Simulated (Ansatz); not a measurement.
The parent structure is MgO in the rock salt structure (space group Fm-3m, No. 225; a = 4.214 Å).

The values are results of Kohn–Sham DFT with the PBEsol functional, run in Ansatz (a quantum-chemistry and plane-wave program) with PAW and 420 eV plane waves, without spin-orbit coupling, not measurements.

For the base:

```
Quantity              Result
---------------  -----------
Volume per atom      9.35 Å³
Band gap             4.62 eV
Gap character    direct at Γ
```

Perturbation: full substitution Mg → Ca, then cell and atoms are relaxed.

Task: How does this affect the volume per atom?

Result: The volume per atom goes up by 4.19 Å³, from 9.35 Å³ to 13.54 Å³.

Task: Predict the new band gap.

Result: The band gap drops by 1.08 eV (4.62 eV → 3.54 eV).

Task: What happens to the gap character?

Result: The gap character changes from direct at Γ to indirect, Γ → X.

Whether these cells are dynamically stable was not tested.
